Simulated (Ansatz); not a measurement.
**VSe in the wurtzite structure (space group P6_3mc, No. 186; ferromagnetic; a hypothetical phase, not in the database extracts checked)**

```cif
data_Se2V2
_chemical_formula_sum 'V2 Se2'
_space_group_name_H-M_alt 'P 1'
_space_group_IT_number 1
_cell_length_a 3.91345
_cell_length_b 3.91345
_cell_length_c 6.90667
_cell_angle_alpha 90.000
_cell_angle_beta 90.000
_cell_angle_gamma 120.000
loop_
_space_group_symop_operation_xyz
  'x, y, z'
loop_
_atom_site_label
_atom_site_type_symbol
_atom_site_fract_x
_atom_site_fract_y
_atom_site_fract_z
_atom_site_occupancy
V1 V 0.33333 0.66667 0.00723 1
V2 V 0.66667 0.33333 0.50723 1
Se1 Se 0.33333 0.66667 0.36757 1
Se2 Se 0.66667 0.33333 0.86757 1
```

Computed with plane-wave PAW DFT at the PBEsol level (Ansatz, a first-principles code, 420 eV), no spin-orbit coupling. k-mesh 14×14×7 (Γ-centred); smearing 0.05 eV (Fermi–Dirac).

```json
{
 "volume_per_atom": "22.90 Å³",
 "density": "4.71 g/cm³",
 "band_gap": "zero",
 "magnetic_state": "ferromagnetic",
 "total_energy": "-4154.913 eV/atom (σ→0; compares only within this code and set-up)"
}
```

The magnetic state is the one reached from the starting moments; the real material's order can differ, and small cells can't hold many antiferromagnetic ones. No phonon test of stability was made.
